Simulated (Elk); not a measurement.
A self-consistent single point of Tl (P6_3/mmc, 2 atoms in the cell) with Elk

Level of theory: PBE, all-electron FP-LAPW, Elk's shipped species files, APW+lo basis with extra local orbitals (Elk 10.2.4).

The input file:

```
tasks
  0

xctype
  20

rgkmax
  8.0

gmaxvr
  14.0

nxlo
  2

lorbcnd
  .true.

lmaxi
  2

stype
  3

swidth
  0.00183747

avec
    6.7372284912    0.0000000955    0.0000000000
   -3.3686143283    5.8346109767    0.0000000000
    0.0000000000    0.0000000000   10.8774582151

sppath
  'species/'

atoms
  1   : nspecies
  'Tl.in'   : spfname
  2   : natoms; atposl, bfcmt below
  0.3333333333  0.6666666667  0.2500000000    0.0 0.0 0.0
  0.6666666667  0.3333333333  0.7500000000    0.0 0.0 0.0

ngridk
  9 9 5
```

Output (repeated stretches shortened):

```
│ Elk code version 10.2.4 │

All units are atomic (Hartree, Bohr, etc.)

│ Ground-state run starting from atomic densities │

Lattice vectors :
   6.737228491      0.9550000000E-07   0.000000000
  -3.368614328       5.834610977       0.000000000
   0.000000000       0.000000000       10.87745822

Unit cell volume      :    427.5831757
Brillouin zone volume :   0.5801215472

Muffin-tin inner radius fraction :   0.1000000000E-01

Nuclei treated as point charges

Species :    1 (Tl)
 parameters loaded from : Tl.in
 name : thallium
 nuclear charge    :   -81.00000000
 electronic charge :    81.00000000
 atomic mass :    372567.9640
 muffin-tin radius :    2.800000000
 number of radial points in muffin-tin :    697
 atomic positions (lattice), magnetic fields (Cartesian) :
   1 :   0.33333333  0.16666667  0.25000000    0.00000000  0.00000000  0.00000000
   2 :  -0.33333333 -0.16666667 -0.25000000    0.00000000  0.00000000  0.00000000

Total number of atoms per unit cell :    2

Spin treatment :
 spin-unpolarised

Number of Bravais lattice symmetries :   24
Number of crystal symmetries         :   24
Crystal has inversion symmetry
Real symmetric eigensolver will be used

k-point grid :      9     9     5
k-point offset :    0.000000000       0.000000000       0.000000000
k-point set is reduced with full crystal symmetry group
Total number of k-points :       36

Muffin-tin radius times maximum |G+k| :    8.000000000
 using average radius
Maximum |G+k| for APW functions       :    2.857142857
Maximum (1/2)|G+k|²                   :    4.081632653
Maximum |G| for potential and density :    14.00000000
 potential will be trimmed for |G| > 2 gkmax
Constant for pseudocharge density :   10
Radial integration step length :    4

G-vector grid sizes :     32    32    49
Number of G-vectors :    19777

Maximum angular momentum used for
 APW functions                      :    8
 outer part of muffin-tin           :    6
 inner part of muffin-tin           :    2

Total nuclear charge    :   -162.0000000
Total core charge       :    124.0000000
Total valence charge    :    38.00000000
Total excess charge     :    0.000000000
Total electronic charge :    162.0000000

Effective Wigner radius, rₛ :   0.8573121820

Number of empty states         :    8
Total number of valence states :   27
Total number of core states    :  124

Conduction state local-orbitals added automatically
Total number of local-orbitals :  164

Exchange-correlation functional :     20     0     0
 Perdew-Burke-Ernzerhof, Phys. Rev. Lett. 77, 3865 (1996)
 gradient requirement :    1
 generalised gradient approximation (GGA)

Smearing type :    3
 Fermi-Dirac
Smearing width :   0.1837470000E-02
Effective electronic temperature (K) :    580.2271348

Mixing type :    3
 Broyden mixing, J. Phys. A: Math. Gen. 17, L317 (1984)

Kohn-Sham potential initialised from atomic data

│ Self-consistent loop started │
│ Loop number : 1 │
 total energy                :     -40582.2077011
│ Loop number : 2 │
 total energy                :     -40582.3654978
RMS change in Kohn-Sham potential (target) :   0.1760943100     (  0.1000000000E-05)
Absolute change in total energy (target)   :   0.1577967169     (  0.1000000000E-03)
│ Loop number : 3 │
 total energy                :     -40582.2574471
RMS change in Kohn-Sham potential (target) :   0.1643553156     (  0.1000000000E-05)
Absolute change in total energy (target)   :   0.6860150530E-01 (  0.1000000000E-03)
│ Loop number : 4 │
 total energy                :     -40580.2049015
RMS change in Kohn-Sham potential (target) :   0.9373298381E-01 (  0.1000000000E-05)
Absolute change in total energy (target)   :    2.069695997     (  0.1000000000E-03)
│ Loop number : 5 │
 total energy                :     -40578.4566107
RMS change in Kohn-Sham potential (target) :   0.3352279148E-01 (  0.1000000000E-05)
Absolute change in total energy (target)   :    2.265714728     (  0.1000000000E-03)
│ Loop number : 6 │
 total energy                :     -40577.7514300
RMS change in Kohn-Sham potential (target) :   0.8717964802E-02 (  0.1000000000E-05)
Absolute change in total energy (target)   :    1.271609427     (  0.1000000000E-03)
│ Loop number : 7 │
 total energy                :     -40577.4896714
RMS change in Kohn-Sham potential (target) :   0.2723851627E-03 (  0.1000000000E-05)
Absolute change in total energy (target)   :   0.5796609137     (  0.1000000000E-03)
│ Loop number : 8 │
 total energy                :     -40577.4676396
RMS change in Kohn-Sham potential (target) :   0.2167237548E-03 (  0.1000000000E-05)
Absolute change in total energy (target)   :   0.1669470782     (  0.1000000000E-03)
│ Loop number : 9 │
 total energy                :     -40577.4259270
RMS change in Kohn-Sham potential (target) :   0.7052202201E-04 (  0.1000000000E-05)
Absolute change in total energy (target)   :   0.8344937613E-01 (  0.1000000000E-03)
│ Loop number : 10 │
 total energy                :     -40577.4130441
RMS change in Kohn-Sham potential (target) :   0.2948875799E-05 (  0.1000000000E-05)
Absolute change in total energy (target)   :   0.3374524440E-01 (  0.1000000000E-03)
│ Loop number : 11 │
 total energy                :     -40577.4132544
RMS change in Kohn-Sham potential (target) :   0.1052525032E-05 (  0.1000000000E-05)
Absolute change in total energy (target)   :   0.8226005091E-02 (  0.1000000000E-03)
│ Loop number : 12 │
 total energy                :     -40577.4133343
RMS change in Kohn-Sham potential (target) :   0.7670765853E-06 (  0.1000000000E-05)
Absolute change in total energy (target)   :   0.1976592976E-02 (  0.1000000000E-03)
│ Loop number : 13 │
 total energy                :     -40577.4133023
RMS change in Kohn-Sham potential (target) :   0.7754563598E-07 (  0.1000000000E-05)
Absolute change in total energy (target)   :   0.5260981925E-03 (  0.1000000000E-03)
│ Loop number : 14 │
 total energy                :     -40577.4132941
RMS change in Kohn-Sham potential (target) :   0.1929107821E-07 (  0.1000000000E-05)
Absolute change in total energy (target)   :   0.1397920933E-03 (  0.1000000000E-03)
│ Loop number : 15 │
 total energy                :     -40577.4132954
RMS change in Kohn-Sham potential (target) :   0.1428646234E-07 (  0.1000000000E-05)
Absolute change in total energy (target)   :   0.3365144948E-04 (  0.1000000000E-03)
Convergence targets achieved

│ Loop number : 16 │

Energies :
 Fermi                       :     0.174138729896
 sum of eigenvalues          :     -25059.2604901
 electron kinetic            :      47029.5237751
 core electron kinetic       :      46568.9935674
 Coulomb                     :     -86842.7482342
 Coulomb potential           :     -71088.9003165
 nuclear-nuclear             :     -2624.20653855
 electron-nuclear            :     -97348.1830748
 Hartree                     :      13129.6413792
 Madelung                    :     -51298.2980760
 xc potential                :     -999.883948750
 exchange                    :     -754.303564914
 correlation                 :     -9.88471802198
 electron entropic           :    -0.553993179142E-03
 total energy                :     -40577.4132960

Density of states at Fermi energy :    54.00748254
 (states/Hartree/unit cell)

Estimated indirect band gap :   0.8200757924E-03
 from k-point     34 to k-point     19
Estimated direct band gap   :   0.2450799902E-01
 at k-point     34

Charges :
 core                        :    124.0000000
 valence                     :    38.00000000
 interstitial                :    2.946833134
 muffin-tins (core leakage)
  species :    1 (Tl)
   atom    1                 :    79.52658343     (  0.3728628638E-04)
   atom    2                 :    79.52658343     (  0.3728628638E-04)
 total in muffin-tins        :    159.0531669
 total calculated charge     :    161.9981638
 total charge                :    162.0000000
 error                       :   0.1836170571E-02

│ Self-consistent loop stopped │
```

The run converged in 16 iterations. The count includes the last loop, which Elk runs after its targets are met.

The starting cell comes from a database of computed structures (which also holds hypothetical and non-ambient phases and stackings), without a prior relaxation at this level. Its lattice was rescaled by a random factor within 2.5 % of one. Spin-orbit coupling is off. Values depend on the basis (sphere radii, cutoffs, local orbitals), which need not be converged. The log's line on a gap gives a spacing of levels on this mesh, which the program prints for metals too.
